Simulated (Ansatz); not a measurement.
Functionals compared on a constructed model of the (0001) surface of hcp Ru, a pseudomorphic layer of Al in the host's stacking (bottom of the slab: a bare face, its two planes held), in Ansatz (plane waves, PAW). The structure was relaxed with PBE; the other rows are single points on it. Cutoff 420 eV (500 eV for r2SCAN).

Model: 7-atom slab, 13.0 Å thick at the start with caps and adatoms (thin: gaps and levels are the slab's own), 16x16x1 mesh, Fermi-Dirac 0.1 eV, dipole correction, 2 atoms held, the rest relaxed; held to the start's symmetry, so lower structures may exist; no spin, no spin-orbit, no U. In PBE it is, or lies within 0.01 eV a 1x1 cell of, the lowest of the 2 structures of its composition computed so far; subsurface sites and larger cells were not tried. These notes are the PBE run's.

```json
[
 {"functional": "PBE", "work function of the top face (eV)": "4.35", "rough cost of the single point": "–"},
 {"functional": "RPBE", "work function of the top face (eV)": "?", "rough cost of the single point": "about 24 core-seconds (a rough figure)"},
 {"functional": "r2SCAN", "work function of the top face (eV)": "4.40", "rough cost of the single point": "very roughly 30 core-seconds"}
]
```

**Question.** What belongs in the gaps?

**Answer.** 
- RPBE, work function of the top face (eV): 4.27

Ansatz is a first-principles code.
